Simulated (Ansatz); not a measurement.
A calculation on hexagonal WC returned lattice constant a 2.921 Å, lattice parameter c 2.846 Å, equilibrium volume per atom 10.52 Å³/atom.

For reference: lattice constant a 2.906 Å (measured, 300 K, no zero-point or thermal correction; as tabulated in Wikipedia's data pages); lattice parameter c 2.837 Å (measured, 300 K, not corrected to a static lattice; as tabulated in Wikipedia's data pages).

### Question
Which level of theory produced these numbers?
A. PBEsol+SOC (Ansatz, a first-principles code)
B. PBE+SOC (Ansatz)
C. HSE06 (Ansatz)
D. rVV10 (Ansatz)

### Answer
B, PBE+SOC (Ansatz)

The others give: HSE06 2.899 Å, 2.826 Å, 10.28 Å³/atom; rVV10 2.941 Å, 2.866 Å, 10.74 Å³/atom; PBEsol+SOC 2.898 Å, 2.827 Å, 10.28 Å³/atom.

Unless a cell is named, each level is at its own relaxed cell (HSE06 10.28, PBE+SOC 10.52, PBEsol+SOC 10.28, rVV10 10.74 Å³/atom).

Caveats: hybrids on metals are sensitive to the k mesh and can open a false gap (HSE06). Ansatz's density-functional and Hartree–Fock values are scalar-relativistic unless marked +SOC, with PAW data made under PBE.
